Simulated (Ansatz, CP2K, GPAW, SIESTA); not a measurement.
InHO₂ (Pmn2_1, 8 atoms in the cell) computed with different codes at matched settings

Band-structure calculation.

```xyz
8
Lattice="3.2985 0.0000 0.0000 0.0000 4.5905 0.0000 0.0000 0.0000 5.3021" Properties=species:S:1:pos:R:3 pbc="T T T"
In     0.0000     3.3416     0.0019
In     1.6493     1.2489     2.6529
H      0.0000     3.6775     2.5403
H      1.6493     0.9131     5.1914
O      0.0000     2.4000     3.3855
O      1.6493     2.1905     0.7344
O      0.0000     4.5060     1.9301
O      1.6493     0.0846     4.5812
```

Shared settings, as Ansatz (a quantum-chemistry and plane-wave program) writes them: kpoints.mp_grid.grid = 7 5 4; scf.occupations.method = fermi_dirac; scf.occupations.width = 0.01 eV. Potentials and cutoffs stand in the table.

```csv
code,model,gap along the path (eV),smallest direct gap (eV),cutoff
GPAW,"LDA (Perdew-Wang 92), GPAW PAW datasets LDA (gpaw-data 1.0.1)",1.88,1.88,950 eV
Ansatz,"LDA (PW92), PAW files made with PBE",1.88,1.88,420 eV
CP2K,"LDA (Pade form), GPW, DZVP-MOLOPT-SR-GTH basis, GTH-PADE potentials (GTH_POTENTIALS)",1.83,1.83,grid 500 Ry
SIESTA,"LDA PW92, numerical atomic orbitals DZP, PseudoDojo LDA standard norm-conserving potentials (rewritten from UPF to PSML)",1.86,1.86,grid 300 Ry
```

The spread over the programs that give each value: gap along the path within 0.05 eV; smallest direct gap within 0.05 eV.

CP2K and SIESTA use small atom-centred bases, whose incompleteness enters pressures, forces and empty levels differently from a plane-wave cutoff.

The starting cell comes from a database of computed structures (which also holds hypothetical and non-ambient phases and stackings), without a prior relaxation at this level.

Left out of this page: Quantum ESPRESSO (not drawn, or without a comparable value).

Keys are those of Ansatz 0.2.
